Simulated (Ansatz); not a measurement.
Start from Ti in the hcp (Mg type) structure (space group P6_3/mmc, No. 194; relaxed with 0.1 eV smearing).

```
Ti
1.0
    2.86439     0.00000     0.00000
   -1.43219     2.48063     0.00000
    0.00000     0.00000     4.53728
Ti
2
Direct
  0.66667   0.33333   0.75000
  0.33333   0.66667   0.25000
```

Cartesian axes are those of the cell as printed.

Level of theory: LDA, PAW, 420 eV (Ansatz, a program for electronic structure; scalar-relativistic without spin-orbit coupling).

Base values:

| Quantity | Value |
|---|---|
| Shortest interatomic distance | 2.807 Å |
| Band gap | zero |

Now apply this change: a pure shear with ε_xz = ε_zx = 0.0086; the atoms relax in the strained cell.

Task: How does this affect the stress, energy relative to the base, shortest interatomic distance and band gap?

Result: The stress (xx, yy, zz, yz, xz, xy; compression positive) amounts to (0.0, 0.0, 0.0, 0.0, -0.6, 0.0) GPa; the energy rises by 0.5 meV/atom; the shortest interatomic distance decreases by 0.0199 Å, from 2.807 Å to 2.788 Å; the band gap stays zero.

No phonon test of stability was made. All final runs are without spin polarisation.
